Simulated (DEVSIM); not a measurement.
**Schottky contact on n-type GaAs**

Device: Schottky contact on n-type GaAs, at 300 K.

| layer (left to right) | material | thickness (μm) | Nd (cm⁻³) | τn (s) | τp (s) |
|---|---|---|---|---|---|
| 1 | GaAs | 0.380 | 9.3e15 | 1.4e-8 | 1.4e-8 |

Left contact: Schottky, work function 4.68 eV, emission velocity 1.1e7 cm/s. Right contact: ohmic. Voltage is applied to the left contact. Recombination: SRH at mid-gap, Auger. Mobility is μmin + (μ − μmin)/(1 + (N/Nref)^α).

The device is made up for the run: typed textbook-type constants, with dimensions and the other settings drawn at random. Values at 300 K.

```csv
parameter,GaAs
gap (eV),1.424
affinity (eV),4.07
permittivity,12.9
Nc (cm⁻³),4.7e17
Nv (cm⁻³),9e18
μn (cm²/Vs),8500
μp (cm²/Vs),400
"μn,min",500
"μp,min",20
"Nref,n",6e16
"Nref,p",1.5e17
αn,0.39
αp,0.38
Cn (cm⁶/s),1e-30
Cp (cm⁶/s),1e-30
```

Simulated with DEVSIM: 1D drift-diffusion, Boltzmann statistics, complete ionisation; no tunnelling, impact ionisation, image-force lowering or self-heating. Metal contacts follow the ideal Schottky-Mott rule: no Fermi-level pinning, no interface dipoles.

```
Quantity                                           Result
---------------------------------------------  ----------
Potential step across the device at zero bias     0.509 V
Largest field in the device at zero bias       35000 V/cm
Dark forward voltage at 1 A/cm²                   0.260 V
Dark forward voltage at 100 A/cm²                 0.381 V
```

Small-signal capacitance in reverse bias (quasi-static):

```csv
V (V),C (nF/cm²)
-0.04,40.4
-0.1,38.4
-0.2,35.7
-0.3,33.8
-0.4,32.5
-0.6,31.0
-0.8,30.5
-1,30.3
-1.3,30.1
-1.6,30.1
-2,30.1
```

Dark reverse current:

```csv
V (V),J (A/cm²)
-0.04,-3.5e-5
-0.10,-4.4e-5
-0.20,-4.5e-5
-0.30,-4.5e-5
-0.40,-4.5e-5
-0.60,-4.5e-5
-0.80,-4.5e-5
-1.00,-4.6e-5
-1.30,-4.6e-5
-1.60,-4.6e-5
-2.00,-4.6e-5
```
